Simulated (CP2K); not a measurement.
# Input and output of a self-consistent single point for TlIO3 (R3m, 5 atoms in the cell) (CP2K)

Method: LDA (Pade form), GPW, DZVP-MOLOPT-SR-GTH basis, GTH-PADE potentials (GTH_POTENTIALS) (CP2K).

The input file:

```
&GLOBAL
  PROJECT tlio3
  RUN_TYPE ENERGY_FORCE
  PRINT_LEVEL MEDIUM
&END GLOBAL
&FORCE_EVAL
  METHOD Quickstep
  STRESS_TENSOR ANALYTICAL
  &DFT
    BASIS_SET_FILE_NAME BASIS_MOLOPT
    POTENTIAL_FILE_NAME GTH_POTENTIALS
    &QS
      METHOD GPW
      EPS_DEFAULT 1E-10
    &END QS
    &MGRID
      CUTOFF 500
      REL_CUTOFF 50
      NGRIDS 5
    &END MGRID
    &SCF
      SCF_GUESS ATOMIC
      EPS_SCF 1E-6
      MAX_SCF 100
      ADDED_MOS 7
      &DIAGONALIZATION
        ALGORITHM STANDARD
      &END DIAGONALIZATION
      &MIXING
        METHOD BROYDEN_MIXING
        ALPHA 0.3
        NBUFFER 8
        BETA 1.5
      &END MIXING
    &END SCF
    &KPOINTS
      SCHEME MONKHORST-PACK 5 5 5
    &END KPOINTS
    &XC
      &XC_FUNCTIONAL PADE
      &END XC_FUNCTIONAL
    &END XC
    &PRINT
      &MO
        EIGENVALUES T
        OCCUPATION_NUMBERS T
        NDIGITS 8
        FILENAME mo
        &EACH
          QS_SCF 0
        &END EACH
        ADD_LAST NUMERIC
      &END MO
      &MULLIKEN ON
      &END MULLIKEN
    &END PRINT
  &END DFT
  &SUBSYS
    &CELL
      ABC 4.50422000 4.50422089 4.50422116
      ALPHA_BETA_GAMMA 88.77710010 88.77710175 88.77711440
      PERIODIC XYZ
    &END CELL
    &COORD
      SCALED
      Tl       0.00875000     0.00875000     0.00875000
      I        0.50186000     0.50186000     0.50186000
      O        0.90328000     0.46189000     0.46189000
      O        0.46189000     0.90328000     0.46189000
      O        0.46189000     0.46189000     0.90328000
    &END COORD
    &KIND Tl
      BASIS_SET DZVP-MOLOPT-SR-GTH
      POTENTIAL GTH-PADE-q13
    &END KIND
    &KIND I
      BASIS_SET DZVP-MOLOPT-SR-GTH
      POTENTIAL GTH-PADE-q7
    &END KIND
    &KIND O
      BASIS_SET DZVP-MOLOPT-SR-GTH
      POTENTIAL GTH-PADE-q6
    &END KIND
  &END SUBSYS
  &PRINT
    &FORCES ON
    &END FORCES
    &STRESS_TENSOR ON
    &END STRESS_TENSOR
  &END PRINT
&END FORCE_EVAL
```

Output (repeated stretches shortened):

```
 GLOBAL| Method name                                                        CP2K
 GLOBAL| Project name                                                      tlio3
 GLOBAL| Run type                                                   ENERGY_FORCE

 CELL| Volume [angstrom^3]:                                            91.320081
 CELL| Vector a [angstrom]:       4.504     0.000     0.000   |a| =     4.504220
 CELL| Vector b [angstrom]:       0.096     4.503     0.000   |b| =     4.504221
 CELL| Vector c [angstrom]:       0.096     0.094     4.502   |c| =     4.504221
 CELL| Angle (b,c), alpha [degree]:                                    88.777100
 CELL| Angle (a,c), beta  [degree]:                                    88.777102
 CELL| Angle (a,b), gamma [degree]:                                    88.777114
 CELL| Numerically orthorhombic:                                              NO
 CELL| Periodicity                                                           XYZ

 DFT| Spin restricted Kohn-Sham (RKS) calculation                            RKS
 DFT| Multiplicity                                                             1
 DFT| Number of spin states                                                    1
 DFT| Charge                                                                   0
 DFT| XC density smoothing                                                  NONE
 DFT| XC derivatives                                                          PW

 QS| Method:                                                                 GPW
 QS| Density plane wave grid type                        NON-SPHERICAL FULLSPACE
 QS| Number of grid levels:                                                    5
 QS| Density cutoff [a.u.]:                                                250.0
 QS| Multi grid cutoff [a.u.]: 1) grid level                               250.0
   [... lines left out ...]
 BRILLOUIN| Wavefunction type                                            COMPLEX
 BRILLOUIN| List of Kpoints [2 Pi/Bohr]                                       63
 BRILLOUIN| Number           Weight            X              Y              Z
 BRILLOUIN|     1           0.01600       -0.40000       -0.40000       -0.40000
 BRILLOUIN|     2           0.01600       -0.40000       -0.40000       -0.20000
 BRILLOUIN|     3           0.01600       -0.40000       -0.40000        0.00000
   [... 60 lines left out ...]
 *******************************************************************************

 Extrapolation method: initial_guess

 Re-scaling the density matrix to get the right number of electrons
                  # Electrons              Trace(P)               Scaling factor
                           38                38.000                        1.000

 Number of electrons:                                                         38
 Number of occupied orbitals:                                                 19
 Number of molecular orbitals:                                                26

 Number of orbital functions:                                                 77
 Number of independent orbital functions:                                     77
 SCF WAVEFUNCTION OPTIMIZATION

  Step     Update method      Time    Convergence         Total energy    Change
     1 NoMix/Diag. 0.30E+00      -     1.06604673      -109.6591955362 -1.10E+02
     2 Broy./Diag. 0.30E+00      -     0.16211969      -105.6916814214  3.97E+00
     3 Broy./Diag. 0.30E+00      -     0.19609420      -108.7100610657 -3.02E+00
     4 Broy./Diag. 0.30E+00      -     0.06882301      -110.0578422602 -1.35E+00
     5 Broy./Diag. 0.30E+00      -     0.05568022      -109.3380534500  7.20E-01
     6 Broy./Diag. 0.30E+00      -     0.00806813      -109.5251692760 -1.87E-01
     7 Broy./Diag. 0.30E+00      -     0.00887912      -109.3938316458  1.31E-01
   [... 5 lines left out ...]
    13 Broy./Diag. 0.30E+00      -     0.00003801      -109.4117324363 -3.99E-04
    14 Broy./Diag. 0.30E+00      -     0.00001910      -109.4118444249 -1.12E-04
    15 Broy./Diag. 0.30E+00      -     0.00000618      -109.4118342371  1.02E-05
    16 Broy./Diag. 0.30E+00      -     0.00000142      -109.4118260146  8.22E-06
    17 Broy./Diag. 0.30E+00      -     0.00000045      -109.4118397411 -1.37E-05
  *** SCF run converged in    17 steps ***

  Electronic density on regular grids:        -37.9999999968        0.0000000032
  Core density on regular grids:               37.9999999966       -0.0000000034
  Total charge density on r-space grids:       -0.0000000002
  Total charge density g-space grids:          -0.0000000002

  Overlap energy of the core charge distribution:               0.00000072942793
  Self energy of the core charge distribution:               -234.39915818253414
  Core Hamiltonian energy:                                     65.32867705847727
  Hartree energy:                                              78.75074341246639
  Exchange-correlation energy:                                -19.09210275895461

  Total energy:                                              -109.41183974111715

                     Mulliken Population Analysis

 #  Atom  Element  Kind  Atomic population                           Net charge
       1     Tl       1         12.677056                              0.322944
       2     I        2          5.760534                              1.239466
       3     O        3          6.520803                             -0.520803
       4     O        3          6.520803                             -0.520803
       5     O        3          6.520803                             -0.520803
 # Total charge                             38.000000                  0.000000

 ENERGY| Total FORCE_EVAL ( QS ) energy [hartree]           -109.411835533209199

 FORCES| Atomic forces [hartree/bohr]
 FORCES|   Atom     x               y               z               |f|
 FORCES|      1  1.27888295E-03  1.25186770E-03  1.22597500E-03   2.16926924E-03
 FORCES|      2 -3.14992714E-02 -3.08338376E-02 -3.01960758E-02   5.34296981E-02
 FORCES|      3  4.18676378E-02 -6.58094610E-03 -6.44480550E-03   4.28689102E-02
 FORCES|      4 -5.68584174E-03  4.19983768E-02 -6.44479869E-03   4.28687285E-02
 FORCES|      5 -5.68590196E-03 -5.56577324E-03  4.21238148E-02   4.28686726E-02
 FORCES| Sum     2.75505626E-04  2.69687568E-04  2.64109864E-04
 FORCES| Total atomic force                                       4.67320827E-04

 STRESS| Analytical stress tensor [bar]
 STRESS|                        x                   y                   z
 STRESS|      x        3.98705307837E+04  -1.31228514243E+04  -1.28514543741E+04
 STRESS|      y       -1.31228514243E+04   4.04304031975E+04  -1.25800159993E+04
 STRESS|      z       -1.28514543741E+04  -1.25800159993E+04   4.09560908760E+04
 STRESS| 1/3 Trace                                             4.04190082857E+04
```

The run converged in 17 iterations.

The starting cell comes from a database of computed structures (which also holds hypothetical and non-ambient phases and stackings), without a prior relaxation at this level. Values carry the incompleteness of an atom-centred basis. With a pressure of about 4 GPa the cell is away from its equilibrium volume at this level. Forces in this geometry exceed 1 eV/Å.

Cost on one core of a shared machine: roughly 50 s.
